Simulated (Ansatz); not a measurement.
## TiO2 under a change: isotropic strain +3.00 %

The parent structure is TiO2 in the anatase structure (space group I4_1/amd, No. 141; a = 3.770 Å, c = 9.552 Å).

One thing is altered: an isotropic linear strain of +3.00 %; the atoms relax in the strained cell.

Method: PBEsol (Ansatz, a first-principles code; PAW; 420 eV plane waves; no spin-orbit coupling). Settings: 12×12×12 k-points, 0.05 eV Fermi–Dirac smearing.

```csv
quantity,base,changed,shift
shortest interatomic distance,1.928 Å,1.994 Å,+0.066 Å
energy relative to the base (free energy F),0 meV/atom,+52 meV/atom,+52 meV/atom
"pressure (mean of the normal stresses, compression positive)",0.00 GPa,-14.62 GPa,-14.62 GPa
band gap,2.11 eV,2.03 eV,-0.08 eV
smallest direct gap,2.44 eV,2.25 eV,-0.19 eV
width of the top valence band,0.84 eV,0.72 eV,-0.12 eV
largest internal atomic displacement,–,0.036 Å,–
```

Final structure:

```
TiO2
1.0
   -1.94144     1.94144     4.91911
    1.94144    -1.94144     4.91911
    1.94144     1.94144    -4.91911
Ti O
2 4
Direct
  0.75000   0.25000   0.50000
  0.00000   0.00000   0.00000
  0.54614   0.04614   0.50000
  0.79614   0.79614   0.00000
  0.20386   0.20386   0.00000
  0.95386   0.45386   0.50000
```

Cost of the whole job for the changed cell (relaxation, final SCF and bands): around 100 core-seconds (rough).

Whether these cells are dynamically stable was not tested. The final runs are not spin-polarised.
